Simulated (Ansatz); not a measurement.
AlCuSnSe4 (space group I-4, No. 82; a cell from a computed database, its experimental status unchecked)

```
AlCuSnSe4
1.0
   -2.75867     2.75867     5.57620
    2.75867    -2.75867     5.57620
    2.75867     2.75867    -5.57620
Al Cu Sn Se
1 1 1 4
Direct
  0.75000   0.25000   0.50000
  0.25000   0.75000   0.50000
  0.50000   0.50000   0.00000
  0.09824   0.09646   0.44516
  0.90354   0.34869   0.00178
  0.65131   0.65308   0.55484
  0.34692   0.90176   0.99822
```

Computed with PBEsol (Ansatz, a first-principles code; PAW; 420 eV plane waves; no spin-orbit coupling). Γ-centred 9×9×9 mesh, Fermi–Dirac width 0.05 eV.

The volume per atom comes out as 24.25 Å³, the density comes out as 5.14 g/cm³ and the band gap is 0.45 eV, direct at Γ. The electron mass comes out as 0.11 mₑ along c, 0.087 mₑ across and the hole mass is 0.10 mₑ along c, 0.89 mₑ across. The lowest conduction-band minima above the VBM comes out as Γ 0.45 eV; X (0, 0, 1/2) 0.70 eV; M (1/2, 1/2, 1/2) 0.76 eV and the total energy is -4966.179 eV/atom (σ→0; compares only within this code and set-up).

Effective masses come from finite differences of ±0.01 Å⁻¹. No phonon test of stability was made. The final runs are not spin-polarised.
